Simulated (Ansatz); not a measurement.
The parent structure is HfB$_{2}$ (space group P6/mmm, No. 191; a = 3.1278 Å, c = 3.4461 Å; relaxed with 0.1 eV smearing). Axes: x lies along a and z along c of the hexagonal cell.

All numbers come from PBEsol in Ansatz (plane waves to 420 eV, PAW, scalar-relativistic without spin-orbit coupling).

Modification: uniaxial strain ε_zz = +2.50 %, all other strain components held at zero, atoms relaxed at fixed cell.

### Question
Predict the stress tensor and what it implies for the stiffness.

### Answer
Stress of the strained cell less that of the base (GPa, compression positive):
```
   -2.9     0.0     0.0
    0.0    -2.9     0.0
    0.0     0.0   -11.0
```

Then −Δσ_ii/ε with ε = 0.0250 gives secant stiffness values (nonlinear terms included at this strain): C33 ≈ 438 GPa, C13 ≈ 117 GPa and C23 ≈ 117 GPa.

As a check, the harmonic strain energy −½ V₀ Δσ:ε is 8.3 meV/atom; the computed energy rise is 8.5 meV/atom.

No phonon test of stability was made. The final runs are not spin-polarised.

Ansatz is a quantum-chemistry and plane-wave program.
